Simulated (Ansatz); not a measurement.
Base system: CdGeAs₂ in the chalcopyrite structure (space group I-42d, No. 122; a = 5.874 Å, c = 11.226 Å). Axes: x, y, z lie along a, b, c of the conventional cell.

Calculations: Ansatz (a quantum-chemistry and plane-wave program) LDA, scalar-relativistic without spin-orbit coupling.

Modification: biaxial strain +0.75 %, plane normal [001], relaxed out of plane (Cartesian); in-plane vectors clamped, the third vector and the atoms free.

Question: Predict the new out-of-plane strain.

Answer: The out-of-plane strain comes out as -0.91 %.

Question: What does the calculation give for the in-plane stress after the change?

Answer: The mean in-plane stress (compression positive) comes out as -0.6 GPa.

Question: What does the calculation give for the energy relative to the base after the change?

Answer: The energy grows by 0.7 meV/atom.

Whether these cells are dynamically stable was not tested.
